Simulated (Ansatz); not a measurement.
**Convergence study of the k-point mesh for a (110) slab of LuAu (cut from a parent of space group no. 221; 8 atoms in the cell)**

```
CELL_PARAMETERS angstrom
      3.51413     0.00000     0.00000
      0.00000     4.96974     0.00000
      0.00000     0.00000    21.45462
ATOMIC_POSITIONS crystal
  Lu 0.50000 0.50000 0.32627
  Au 0.00000 0.00000 0.32627
  Lu 0.50000 0.00000 0.44209
  Au 0.00000 0.50000 0.44209
  Lu 0.50000 0.50000 0.55791
  Au 0.00000 0.00000 0.55791
  Lu 0.50000 0.00000 0.67373
  Au 0.00000 0.50000 0.67373
```

Method: PBEsol, default PAW files made with PBE (plane waves; Ansatz, a program for electronic structure).

Base settings: basis.ecutwfc = 420 eV; kpoints.mp_grid.grid = 6 3 1; hamiltonian.xc = pbesol; hamiltonian.pseudopotentials = {kind: paw} (the program's default PAW files); scf.occupations.method = fermi_dirac; scf.occupations.width = 0.1 eV.

Only quantities that move along the ladder and can be compared are tabulated.

The count of work is k-points × plane waves × bands × iterations; it is no time. Core times come from one kind of shared machine, to one figure; runs under 30 s give none.

The starting cell comes from a database of computed structures (which also holds hypothetical and non-ambient phases and stackings), without a prior relaxation at this level. The slab is cut from that crystal, and its faces are unrelaxed. Its lattice was rescaled by up to half a per cent. Without a gap this mesh is coarse (it stands for a supercell whose shortest in-plane vector is 15 Å).

| kpoints.mp_grid.grid | free energy less the last step's (meV/atom) | largest difference of a force vector from the last step's (eV/Å) | count of work / last | core time / last (rough) |
|---|---|---|---|---|
| 2 2 1 | -24.71 | 0.359 | 0.038 | – |
| 3 2 1 | 95.80 | 0.208 | 0.034 | – |
| 3 3 1 | 64.30 | 0.210 | 0.034 | – |
| 4 3 1 | -6.38 | 0.174 | 0.046 | – |
| 6 3 1 | 4.82 | 0.062 | 0.055 | – |
| 5 4 1 | -2.02 | 0.071 | 0.077 | – |
| 6 4 1 | -2.23 | 0.082 | 0.092 | – |
| 7 5 1 | 6.95 | 0.027 | 0.10 | 0.1 |
| 8 6 1 | 2.38 | 0.022 | 0.17 | 0.2 |
| 9 7 1 | -1.43 | 0.008 | 0.17 | 0.2 |
| 11 8 1 | 0.09 | 0.007 | 0.26 | 0.2 |
| 13 9 1 | -0.62 | 0.010 | 0.30 | 0.3 |
| 15 11 1 | 0.35 | 0.008 | 0.41 | 0.4 |
| 18 13 1 | 0.12 | 0.002 | 0.60 | 0.6 |
| 21 15 1 | 0.02 | 0.002 | 0.75 | 0.8 |
| 24 17 1 | 0.00 | 0.000 | 1.0 | 1 |

Coarsest kpoints.mp_grid.grid that holds the free energy within 0.5 meV/atom of the last step, with all finer ones: 15 11 1, at 0.41 of the last step's count of work and about 0.4 of the last step's time; the step before is off by 0.62 meV/atom.

Two neighbours can agree and both be off: 5 4 1 and 6 4 1 differ by 0.22 meV/atom in the free energy, yet lie about 2.2 meV/atom from the last step.

Keys are those of Ansatz 0.2.
